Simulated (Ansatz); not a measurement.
## ZrTaC2: pressure series

The reference is ZrTaC₂ (space group R-3m, No. 166; a cell from a computed database, its experimental status unchecked).

```xyz
4
Lattice="1.6040 0.9261 5.2692 -1.6040 0.9261 5.2692 0.0000 -1.8522 5.2692" Properties=species:S:1:pos:R:3 pbc="T T T"
Zr     0.0000     0.0000     0.0000
Ta     0.0000     0.0000     7.9038
C      0.0000     0.0000    11.9278
C      0.0000     0.0000     3.8797
```

Cell and atoms are relaxed at each pressure.

The values are results of PBEsol/PAW in Ansatz (a program for electronic structure), no SOC, not measurements.

```csv
P (GPa),V (Å³/atom)
-2.00,11.823
-1.00,11.782
0.30,11.729
0.70,11.712
1.49,11.681
2.99,11.622
5.00,11.546
7.49,11.455
9.99,11.367
```

**Question.** Fit a third-order Birch–Murnaghan equation of state.

**Answer.** Least squares on P(V) = (3B₀/2)[(V₀/V)^(7/3) − (V₀/V)^(5/3)]·[1 + (3/4)(B₀′ − 4)((V₀/V)^(2/3) − 1)] gives V₀ = 11.74 Å³/atom, B₀ = 289 GPa and B₀′ = 4.1.

Load acts through the strain it causes; cell and atoms are relaxed under it. No phonon test of stability was made. Competing high-pressure phases were not computed. All final runs are without spin polarisation. An odd electron count without spin: ZrTaC2.
